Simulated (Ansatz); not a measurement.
A computed series for BeSe: response to strain

Take BeSe in the zinc blende structure (space group F-43m, No. 216; a = 5.082 Å) as the base. Axes: x, y, z lie along the cube axes.

Strains are applied to the cell and any free atomic positions relax; under biaxial strain the out-of-plane vector relaxes too.

Computed with LDA, PAW, 420 eV (Ansatz, a quantum-chemistry and plane-wave program; scalar-relativistic without spin-orbit coupling).

```csv
"biaxial strain, plane normal [111], relaxed out of plane (%)",out-of-plane strain (%)
-2.5,1.05
-2.08,?
-1.67,0.70
-1.25,0.52
-0.83,0.35
-0.42,0.17
0,0.00
```

### Question
Fit ε⊥ = −νε + γε² (strains in %) to the rows shown and predict the withheld row.

### Answer
Least squares on the printed values gives ν = 0.42 (the biaxial Poisson response) and γ = 0.002 (largest residual 0.00 %); this predicts 0.87 %, and the run gives 0.87 %, in agreement.

Whether these cells are dynamically stable was not tested.
